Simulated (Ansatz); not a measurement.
## Pressure series in ZnO

Take ZnO in the wurtzite structure (space group P6_3mc, No. 186) as the base.

```
CELL_PARAMETERS angstrom
      3.18693     0.00000     0.00000
     -1.59347     2.75997     0.00000
      0.00000     0.00000     5.15257
ATOMIC_POSITIONS crystal
  Zn 0.33333 0.66667 0.00179
  Zn 0.66667 0.33333 0.50179
  O  0.33333 0.66667 0.38021
  O  0.66667 0.33333 0.88021
```

Cell and atoms are relaxed at each pressure.

All numbers come from LDA (Ansatz, an electronic-structure program, PAW, no spin-orbit coupling).

Two rows of this table had their results exchanged by mistake.

```csv
pressure,volume per atom (Å³),shortest distance (Å),band gap
pressure −2 GPa,11.48,1.952,0.78 eV
pressure −1 GPa,10.78,1.912,0.88 eV
pressure 0.9 GPa,11.27,1.940,0.81 eV
pressure 4.5 GPa,11.04,1.927,0.84 eV
pressure 9 GPa,11.40,1.948,0.79 eV
pressure 22.5 GPa,10.16,1.875,0.97 eV
pressure 30 GPa,9.88,1.858,1.00 eV
```

### Question
Which two?

### Answer
The rows for pressure −1 GPa and pressure 9 GPa: the volume has to fall steadily with pressure, so 11.40 Å³ belongs to pressure −1 GPa and 10.78 Å³ to pressure 9 GPa.

Load acts through the strain it causes; cell and atoms are relaxed under it. No phonon test of stability was made. Measured, ZnO leaves this structure (for rock salt) near 9.1 GPa (temperature not stated; as listed in Datta, Sujoy, Jana, Debnarayan, arXiv (2020)), on rising pressure, with hysteresis.
